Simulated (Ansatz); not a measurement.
Structures of equal composition on the (0001) surface of wurtzite GaN (Ga plane on top): 2x2 Al adatom at H3; 2x2 Al adatom at T4. The slabs share one bottom face, and each structure is named by its start. These are constructed structures in small cells; real faces may alloy, dewet or reconstruct in larger ones, and not all known structures of the face are among them. Slabs of about 14 Å, Fermi-Dirac smearing of 0.025 eV. Bottom of the slabs: H caps. Relaxed from the named starts with such symmetry as they have, on meshes of like density; energies extrapolated to zero smearing; spin only where a row says so; no spin-orbit coupling, no U. Brackets mark spin-polarised runs, whose order is one that fits the cell. Where a second, spin-polarised start was run, the lower counts.

Computed with r2SCAN, at the PBE geometry (plane waves to 500 eV, PAW; Ansatz, a first-principles code).

Q: Rank these by energy per 1x1 cell (lowest first), as r2SCAN, at the PBE geometry gives it.

A: 2x2 Al adatom at T4 (0.000 eV, gap 0.77 eV on the mesh), 2x2 Al adatom at H3 (0.090 eV, gap 0.69 eV on the mesh)
